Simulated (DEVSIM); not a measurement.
System: TaN/SiO2/p-Si capacitor, at 250 K.

```tsv
layer (left to right)	material	thickness (nm)	Na (cm⁻³)
1	SiO2	3.00	-
2	Si	790	5.3e17
```

Metal gate on the left, work function 4.4 eV. Fixed charge at the semiconductor interface 0 cm⁻² (in units of +e); interface traps 6.7e10 cm⁻² eV⁻¹, uniform in energy, neutral level at 0.3 of the gap above the valence band.

Constants are typed, rounded textbook-type inputs, not results; the design itself was drawn at random and stands for no fabricated device. Values at 300 K; Nc and Nv go as T^1.5, mobilities as T to minus their exponent, the gap by Varshni's rule with the affinity fixed.

| parameter | SiO2 | Si |
|---|---|---|
| gap (eV) | 9 | 1.124 |
| affinity (eV) | 0.9 | 4.05 |
| permittivity | 3.9 | 11.7 |
| Nc (cm⁻³) | - | 2.86e19 |
| Nv (cm⁻³) | - | 3.1e19 |
| Varshni α (eV/K) | - | 0.000473 |
| Varshni β (K) | - | 636 |

DEVSIM, 1D Poisson equation in equilibrium, Boltzmann statistics, complete ionisation; no quantum confinement or tunnelling. Metal contacts follow the ideal Schottky-Mott rule: no Fermi-level pinning, no interface dipoles.

Base results: threshold voltage (band bending 2φF) (V) 0.63; capacitance of the dielectric stack (μF/cm²) 1.15; flat-band voltage (V) -0.71; minimum of the low-frequency capacitance (μF/cm²) 0.199.

Q: What follows from this one change: interface trap density 6.7e+10 → 1e+10 cm^-2 eV^-1?

A: threshold voltage (band bending 2φF) little changed (0.63 V); capacitance of the dielectric stack little changed (1.15 μF/cm²); flat-band voltage little changed (-0.70 V); minimum of the low-frequency capacitance 0.199 → 0.193 μF/cm².

Q: What follows from this one change: fixed charge 0 → -1.65e+12 cm^-2?

A: threshold voltage (band bending 2φF) 0.63 → 0.86 V; capacitance of the dielectric stack little changed (1.15 μF/cm²); flat-band voltage -0.71 → -0.48 V; minimum of the low-frequency capacitance little changed (0.201 μF/cm²).

Q: What follows from this one change: substrate doping 5.3e+17 → 1.1e+18 cm^-3?

A: threshold voltage (band bending 2φF) 0.63 → 0.82 V; capacitance of the dielectric stack little changed (1.15 μF/cm²); flat-band voltage -0.71 → -0.72 V; minimum of the low-frequency capacitance 0.199 → 0.260 μF/cm².

Q: What follows from this one change: temperature 250 → 500 K?

A: threshold voltage (band bending 2φF) 0.63 → 0.44 V; capacitance of the dielectric stack little changed (1.15 μF/cm²); flat-band voltage -0.71 → -0.51 V; minimum of the low-frequency capacitance 0.199 → 0.257 μF/cm².

Q: What follows from this one change: SiO2 thickness 0.003 → 0.0017 μm?

A: threshold voltage (band bending 2φF) 0.63 → 0.47 V; capacitance of the dielectric stack 1.15 → 2.03 μF/cm²; flat-band voltage little changed (-0.71 V); minimum of the low-frequency capacitance 0.199 → 0.217 μF/cm².

Q: What follows from this one change: gate work function 4.4 → 4.55 eV?

A: threshold voltage (band bending 2φF) 0.63 → 0.79 V; capacitance of the dielectric stack little changed (1.15 μF/cm²); flat-band voltage -0.71 → -0.56 V; minimum of the low-frequency capacitance little changed (0.201 μF/cm²).
